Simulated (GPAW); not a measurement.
Input and output of a self-consistent single point for Ca2CdPt2 (P1, 5 atoms in the cell) (GPAW).

Method of the run: LDA (Perdew-Wang 92), GPAW PAW datasets LDA (gpaw-data 1.0.1) (plane waves; GPAW).

The change in words: atoms moved at random. Reference geometry:
```
CELL_PARAMETERS angstrom
     -2.22483     2.94693     4.26921
      2.22483    -2.94693     4.26921
      2.22483     2.94693    -4.26921
ATOMIC_POSITIONS crystal
  Ca 0.29899 0.79899 0.50000
  Ca 0.70101 0.20101 0.50000
  Cd 0.00000 0.00000 0.00000
  Pt 0.72491 0.50000 0.22491
  Pt 0.27509 0.50000 0.77509
```

Reference input (self-consistent single point, DFT LDA (Perdew-Wang 92), plane waves, GPAW PAW datasets LDA (gpaw-data 1.0.1)): mode = pw; ecut = 550 eV; xc = LDA; kpts = 5 5 5; mesh shift (steps) = 0 0 0; occupations.name = methfessel-paxton; occupations.width = 0.1 eV; occupations.order = 0; nbands = -9; convergence.density = 1e-05 e/electron; symmetry.symmorphic = false; symmetry.tolerance = 0.0005. This run's input differs from it in these lines:

```diff
@@ -8,7 +8,7 @@
                     [2.224830, 2.946930, -4.269210]],
-              scaled_positions=[[0.298990, 0.798990, 0.500000],
-                                [0.701010, 0.201010, 0.500000],
-                                [0.000000, 0.000000, 0.000000],
-                                [0.724910, 0.500000, 0.224910],
-                                [0.275090, 0.500000, 0.775090]],
+              scaled_positions=[[0.293958, 0.796728, 0.499790],
+                                [0.702127, 0.198674, 0.501554],
+                                [0.001638, 0.005717, 0.010603],
+                                [0.723733, 0.501062, 0.212355],
+                                [0.278545, 0.497818, 0.775698]],
               pbc=True)
```

The program printed (abridged):

```
     iter     time        total  log10-change:
                         energy   eigst   dens
iter:   1 --:--:--   -26.701027
iter:   2 --:--:--   -27.158059   -0.38  -1.42
iter:   3 --:--:--   -26.767954   -1.25  -1.44
iter:   4 --:--:--   -26.360099   -1.23  -1.50
iter:   5 --:--:--   -26.425913   -2.08  -1.77
iter:   6 --:--:--   -26.158594   -1.55  -1.85
iter:   7 --:--:--   -26.129218   -2.91  -2.24
iter:   8 --:--:--   -26.115846   -2.83  -2.44
iter:   9 --:--:--   -26.116093c  -3.61  -2.70
iter:  10 --:--:--   -26.115291c  -3.29  -2.71
iter:  11 --:--:--   -26.113965c  -4.09  -3.01
iter:  12 --:--:--   -26.113921c  -5.79  -3.31
iter:  13 --:--:--   -26.113884c  -5.27  -3.33
   [... 8 lines left out ...]
iter:  22 --:--:--   -26.113571c  -6.27  -4.14
iter:  23 --:--:--   -26.113571c  -7.36  -4.22
iter:  24 --:--:--   -26.113568c  -7.21  -4.26
iter:  25 --:--:--   -26.113567c  -7.35  -4.38
iter:  26 --:--:--   -26.113566c  -8.12c -4.48
iter:  27 --:--:--   -26.113566c  -7.80c -4.54
iter:  28 --:--:--   -26.113566c  -7.64c -4.66
iter:  29 --:--:--   -26.113565c  -8.40c -4.82
iter:  30 --:--:--   -26.113563c  -7.73c -4.87
iter:  31 --:--:--   -26.113563c  -8.15c -5.18c
Converged after 31 iterations.

Dipole moment: (-0.981036, -0.621522, 0.445217) |e|*Ang

Energy contributions relative to reference atoms: (reference = -1189162.290098)

Kinetic:        -17.684163
Potential:      +19.302856
External:        +0.000000
XC:             -25.544904
Entropy (-ST):   -0.011758
Local:           -2.181472
SIC:             +0.000000
--------------------------
Free energy:    -26.119442
Extrapolated:   -26.113563

Showing only first 2 kpts
 Kpt  Band  Eigenvalues  Occupancy
  0    30      6.65689    1.99963
  0    31      7.48058    0.00000
  0    32      7.82072    0.00000
  0    33      7.88108    0.00000

  1    30      5.77917    2.00000
  1    31      6.96930    0.39106
  1    32      7.56620    0.00000
  1    33      8.20811    0.00000

Fermi level: 6.90865

No gap
   [... lines left out ...]

Forces in eV/Ang:
  0 Ca   -0.01905    0.04743    0.08664
  1 Ca    0.01364   -0.04433    0.14555
  2 Cd   -0.34475   -0.13530    0.01641
  3 Pt    0.18412    0.33594   -0.26471
  4 Pt    0.16631   -0.20376    0.01611

Stress tensor:
     0.032428    -0.000109    -0.000011
    -0.000109     0.034942    -0.000611
    -0.000011    -0.000611     0.023598
Stress (GPa, Voigt): [ 5.1956e+00  5.5984e+00  3.7809e+00 -9.7900e-02 -1.7000e-03 -1.7400e-02]
```

The run converged in 31 iterations. GPAW prints stress with tension positive. Against the reference run the free energy rises by 5.3 meV/atom, the pressure goes from -5.21 to -4.86 GPa and the largest force goes from 0.077 to 0.466 eV/Å.

The starting cell comes from a database of computed structures (which also holds hypothetical and non-ambient phases and stackings), without a prior relaxation at this level. For this run, on top of that: atoms moved at random. Spin polarisation is off. With a pressure of about -5 GPa the cell is away from its equilibrium volume at this level.

Cost on one core of a shared machine: roughly 4 min.
